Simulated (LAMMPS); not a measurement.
System: a melt made from Cu (fcc) with 60 % of Cu sites Zr, 2048 atoms, at 1490 K and 0 GPa, brought to that temperature within a few picoseconds.

Computed with classical MD, pair style eam/fs, file CuZr_mm.eam.fs; code LAMMPS.

### Question
What does the simulation give for the coordination number of Zr by Zr, the coordination number of Zr by Cu?

### Answer
coordination number of Zr by Zr: 9.1 (counted to 4.22 Å); coordination number of Zr by Cu: 5.38 (counted to 3.94 Å).

Caution: a run this short can hold a crystal over, or a liquid under, the potential's melting point.
